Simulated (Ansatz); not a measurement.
Cubic perovskite CsCdCl3

These are LDA+SOC (plane waves, PAW; Ansatz, a first-principles code) values and carry that method's errors.

Numerical settings: plane-wave cutoff 520 eV, 8×8×8 k mesh, Fermi–Dirac smearing 0.01 eV, PAW data made under PBE.

Cell: measured lattice: a = b = c = 5.2100 Å, α = β = γ = 90.00°.

```json
{
 "band_gap": "1.50 eV (indirect)",
 "smallest_direct_gap_on_the_k_points_sampled": "2.01 eV"
}
```

Note: cell and atoms aren't relaxed at this level (pressure -2.1 GPa).

Cost on a shared machine: around 4 core-minutes (rough).
